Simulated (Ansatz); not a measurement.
# BN: response to strain

Consider BN in the zinc blende structure (space group F-43m, No. 216; a = 3.610 Å). Axes: x, y, z lie along the cube axes.

Strains are applied to the cell and any free atomic positions relax; under biaxial strain the out-of-plane vector relaxes too.

Computed with plane-wave PAW DFT at the r2SCAN level (Ansatz, a quantum-chemistry and plane-wave program, 500 eV), without spin-orbit coupling.

Notes on the quantities. pressure: mean of the normal stresses, compression positive; energy relative to the base: free energy F.

```tsv
variant	pressure	energy relative to the base	smallest direct gap
base	0.00 GPa	0 meV/atom	9.59 eV
biaxial strain +0.50 %, plane normal [001], relaxed out of plane	-3.02 GPa	+0.8 meV/atom	9.47 eV
biaxial strain +1.00 %, plane normal [001], relaxed out of plane	___	+3.3 meV/atom	9.35 eV
biaxial strain +1.50 %, plane normal [001], relaxed out of plane	___	+7.4 meV/atom	9.24 eV
biaxial strain +2.00 %, plane normal [001], relaxed out of plane	-11.46 GPa	+13 meV/atom	9.13 eV
biaxial strain +2.50 %, plane normal [001], relaxed out of plane	-14.06 GPa	+20 meV/atom	9.02 eV
biaxial strain +3.00 %, plane normal [001], relaxed out of plane	-16.58 GPa	+29 meV/atom	8.91 eV
```

Task: Some entries are withheld; estimate them.

Result: 
- biaxial strain +1.00 %, plane normal [001], relaxed out of plane, pressure: -5.94 GPa
- biaxial strain +1.50 %, plane normal [001], relaxed out of plane, pressure: -8.75 GPa

No phonon test of stability was made.
